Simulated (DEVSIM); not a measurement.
illuminated Si n-on-p cell, one wavelength

Structure: illuminated Si n-on-p cell, one wavelength, at 300 K.

```
layer (left to right)  material  thickness (μm)  Nd (cm⁻³)  Na (cm⁻³)  τn (s)  τp (s)  absorption coefficient (cm⁻¹)
---------------------  --------  --------------  ---------  ---------  ------  ------  -----------------------------
1                            Si          0.0660     8.2e17          -  2.6e-6  3.5e-7                            180
2                            Si            27.0          -     1.4e17  9.2e-6  9.2e-6                            180
```

Left contact: ohmic, minority hole recombination velocity 6e5 cm/s. Right contact: ohmic, minority electron recombination velocity 5e6 cm/s. Voltage is applied to the left contact. Recombination: SRH at mid-gap, radiative, Auger. Light enters at the left, 3.5e17 photons cm⁻² s⁻¹, one pass, no reflection. Mobility is constant in doping.

The device is made up for the run: typed textbook-type constants, with dimensions and the other settings drawn at random. Values at 300 K.

```
parameter           Si
-------------  -------
gap (eV)         1.124
affinity (eV)     4.05
permittivity      11.7
Nc (cm⁻³)      2.86e19
Nv (cm⁻³)       3.1e19
μn (cm²/Vs)       1417
μp (cm²/Vs)        470
B (cm³/s)      4.7e-15
Cn (cm⁶/s)     2.8e-31
Cp (cm⁶/s)     9.9e-32
```

Simulated with DEVSIM: 1D drift-diffusion, Boltzmann statistics, complete ionisation; no tunnelling, impact ionisation, image-force lowering or self-heating.

Potential step across the device at zero bias: 0.893 V
Largest field in the device at zero bias: 180000 V/cm
Dark forward voltage at 1 A/cm²: 0.650 V
Dark forward voltage at 100 A/cm²: 0.789 V
Short-circuit current: 11.8 mA/cm²
Open-circuit voltage: 0.534 V
Fill factor: 0.81
Largest power: 5.10 mW/cm²
Share of generated pairs collected at short circuit: 0.543

Current under light (generator sign):

```
V (V)  J (mA/cm²)
-----  ----------
0.00         11.8
0.06         11.8
0.14         11.7
0.22         11.7
0.30         11.7
0.38         11.7
0.40         11.7
0.42         11.6
0.44         11.4
0.46         11.1
0.48         10.3
0.50         8.61
0.52         4.96
0.54        -2.93
```

Small-signal capacitance in reverse bias (quasi-static):

```csv
V (V),C (nF/cm²)
0.04,106
0.1,103
0.2,97.7
0.3,93.3
0.4,89.5
0.6,83.0
0.8,77.8
```
